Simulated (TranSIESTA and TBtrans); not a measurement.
**Si chain with one bond stretched by 0.6 Å**

Device: Si chain with one bond stretched by 0.6 Å. Leads: straight Si chain, spacing 2.385 Å. Geometry: as built, not relaxed.

TranSIESTA and TBtrans, PBE, DZP numerical orbitals (energy shift 0.15 eV), PseudoDojo norm-conserving scalar-relativistic potentials, mesh cutoff 200 Ry, 300 K, no spin polarisation, no spin-orbit coupling; self-consistent non-equilibrium Green functions.

- Conductance at 300 K (G0 = 2e²/h) = 2.16
- Mean T from −0.5 to 0.5 eV = 1.99

Energies count from the leads' Fermi level. Transmissions are for one spin of a degenerate pair. The energy step is 0.01 eV; narrower resonances are cut or missed.

| E (eV) | T | lead channels |
|---|---|---|
| -2.00 | 0.33 | 1 |
| -1.80 | 0.50 | 1 |
| -1.60 | 0.57 | 1 |
| -1.40 | 0.61 | 1 |
| -1.20 | 0.64 | 1 |
| -1.00 | 0.66 | 1 |
| -0.80 | 1.05 | 3 |
| -0.60 | 1.33 | 3 |
| -0.40 | 1.70 | 3 |
| -0.20 | 2.04 | 3 |
| 0.00 | 2.17 | 3 |
| 0.20 | 2.11 | 3 |
| 0.40 | 1.98 | 3 |
| 0.60 | 1.86 | 3 |
| 0.80 | 1.78 | 3 |
| 1.00 | 1.76 | 3 |
| 1.20 | 1.77 | 3 |
| 1.40 | 1.80 | 3 |
| 1.60 | 1.83 | 3 |
| 1.80 | 1.87 | 3 |
| 2.00 | 1.90 | 3 |

The straight chain is held at its spacing; free chains may zigzag or dimerise. No spin-polarised start was tried, so a magnetic state, if there is one, is missed.
